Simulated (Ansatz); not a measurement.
# Ansatz run on Rb (Fd-3m, 2 atoms in the cell): self-consistent single point

Method: PBE (plane waves, PAW; Ansatz, a program for electronic structure).

Input:

Ansatz 0.2 input:
```yaml
crystal:
  lattice:
    - [0.000000, 4.299147, 4.299147]
    - [4.299147, 0.000000, 4.299147]
    - [4.299147, 4.299147, 0.000000]
  atoms:
    - { symbol: Rb, position: [0.750000, 0.750000, 0.750000] }
    - { symbol: Rb, position: [0.500000, 0.500000, 0.500000] }
basis:
  ecutwfc: 30.9 Ry
kpoints:
  mp_grid:
    grid: [9, 9, 9]
hamiltonian:
  xc: pbe
  pseudopotentials:
    kind: paw
scf:
  occupations:
    method: fermi_dirac
    width: 0.01 Ry
output:
  forces: true
  eigenvalues: true
  stress: true
```

Output (repeated stretches shortened):

```
WARN ansatz: RAYON_NUM_THREADS=1 ignored (pool sized by the plan → 1); use --threads N
Pseudopotentials: kind: paw
Pseudopotential: Rb, paw, valence charge 9
Crystal: 2 atoms, lattice volume = 158.919 Å³
Basis set: ecut = 420.4159175005146 eV, 3119 PW (Γ), exchange–correlation on 90×90×90 points (8 copies of the dense FFT grid, shifted against one another)
Bands: 13, of which v1, the nominal top of the filled ones, is band 9 counted from 1 (8 counted from 0)
Symmetry: 48 space group operations
Space group: Fd-3m (ITA 227), of the structure as read, at distance tolerance 5.4e-5 Å
k-points: 35 of 729
Initial density: superposition of atomic densities (neutral atoms: chi_scale 0, normalization atom), corrected by the library's trained network
Initial wavefunctions: pseudopotential atomic-orbital guess
Eigensolver: davidson
Functional: x = pbe(κ = 0.804, μ = 0.2195149727645171), c = pbe(β = 0.06672455060314922)
SCF iter   1: F=—  HF=-6533.879278 eV  |F-HF|=—  |Δ(HF+E_count)|=         —  Δρ=1.30e-3  dr2=1.23e-2  ethr=1.77e-3  ⟨swp⟩=7.5  Hψ=2975  notcnv=0
all-band conjugate gradients solve this SCF's bands
preconditioner: auto → Kerker (q_TF=auto, 1.898 Å⁻¹)
SCF iter   2: F=—  HF=-6533.880141 eV  |F-HF|=—  |Δ(HF+E_count)|=   8.63e-4  Δρ=1.01e-3  dr2=8.04e-3  ethr=6.83e-5  ⟨swp⟩=1.9  Hψ=910  notcnv=0
SCF iter   3: F=—  HF=-6533.879331 eV  |F-HF|=—  |Δ(HF+E_count)|=   8.10e-4  Δρ=5.10e-4  dr2=2.04e-3  ethr=4.46e-5  ⟨swp⟩=1.4  Hψ=556  notcnv=0
SCF iter   4: F=—  HF=-6533.878816 eV  |F-HF|=—  |Δ(HF+E_count)|=   5.15e-4  Δρ=9.30e-5  dr2=3.20e-5  ethr=1.13e-5  ⟨swp⟩=2.3  Hψ=555  notcnv=0
SCF iter   5: F=—  HF=-6533.878876 eV  |F-HF|=—  |Δ(HF+E_count)|=   6.07e-5  Δρ=4.38e-5  dr2=4.12e-6  ethr=1.78e-7  ⟨swp⟩=2.2  Hψ=583  notcnv=0
SCF iter   6: F=—  HF=-6533.878887 eV  |F-HF|=—  |Δ(HF+E_count)|=   1.06e-5  Δρ=9.83e-6  dr2=1.73e-7  ethr=2.29e-8  ⟨swp⟩=3.0  Hψ=751  notcnv=0
SCF iter   7: F=-6533.878887 eV  HF=-6533.878887 eV  |F-HF|=9.49e-9  |Δ(HF+E_count)|=   2.45e-7  Δρ=2.29e-6  dr2=7.64e-9  ethr=5.56e-10  ⟨swp⟩=7.0  Hψ=2357  notcnv=0
SCF 1 converged in 7 iterations: F = -6533.878887 eV  dr2 = 7.64e-9
SCF converged after 7 iterations
Free energy (F): -6533.878887 eV
Harris-Foulkes:  -6533.878887 eV  (|F-HF|=9.49e-9)
Internal energy: -6533.767819 eV  (E = F + TS)
E sigma→0 (E₀):  -6533.823353 eV
Entropy (-TS):   -0.111069 eV (-55.534 meV/atom)
Fermi energy:    2.649350 eV
--- Per-component energies (eV) ---
  E_band       = -235.068227
  E_kinetic    = 382.613622
  E_local      = -1456.193163  (includes V_loc(G=0)·N_el)
  E_nonlocal   = 347.885931
  E_hartree    = 417.873923
  E_xc         = -259.067531
  E_vxc        = -271.080764  (∫ρ·V_xc dr)
  E_paw        = -5236.153487  (= ΣΔE_a)
  E_vpaw       = -74.041486  (= ΣTr[D̂ρ^β])
  E_aug_tail   = -0.000002  (compensation charges beyond the density's cutoff)
  E_ewald      = -730.727113
  E_smearing   = -0.111069  (= −TS)
  E_closure    = 0.000000  (closes the sum)
  Σ components = -6533.878887   (vs F -6533.878887, Δ=0.00e0)
--- Forces (eV/Å), atoms counted from 1 ---
  atom   1  Rb    -0.00000000     0.00000000     0.00000000
  atom   2  Rb    -0.00000000     0.00000000     0.00000000
  max |Σ_I F_I| component: 1.39e-17 eV/Å
--- Stress (GPa, compression-positive) ---
        1.346386      -0.000000      -0.000000
        0.000000       1.346386      -0.000000
       -0.000000       0.000000       1.346386
  P = ⅓ Tr σ = 1.3464 GPa (13.464 kbar)
  The stress holds the Pulay correction. Without it, at fixed plane waves, as pw.x and ABINIT print it: P = 1.3462 GPa
--- Band table (eV; the first three rows and the last of 35) ---
  k-point 0: bands = ["-26.9063", "-26.7897", "-11.1272", "-11.1272", "-11.1272", "-10.7798", "-10.7798", "-10.7798", "0.4870", "4.7814", "4.7814", "5.0275", "5.0275"]
  k-point 1: bands = ["-26.9037", "-26.7923", "-11.1329", "-11.1329", "-11.1282", "-10.7806", "-10.7739", "-10.7739", "0.5858", "4.6299", "4.6299", "4.8093", "5.2327"]
  k-point 2: bands = ["-26.8965", "-26.7996", "-11.1465", "-11.1465", "-11.1311", "-10.7822", "-10.7598", "-10.7598", "0.8730", "4.1611", "4.4634", "4.4634", "5.1145"]
  k-point 34: bands = ["-26.8560", "-26.8404", "-11.2213", "-11.2102", "-10.9927", "-10.9273", "-10.6969", "-10.6879", "2.6845", "3.0722", "3.2728", "3.6831", "5.0415"]
```

The run converged in 7 iterations.

The starting cell was generated: these elements placed on a structure prototype, without a prior relaxation; it need not be a known phase or ordering of this composition. Its lattice was rescaled by a random factor within 2.5 % of one. Ansatz's pressure includes its estimate of the finite-basis (Pulay) stress.
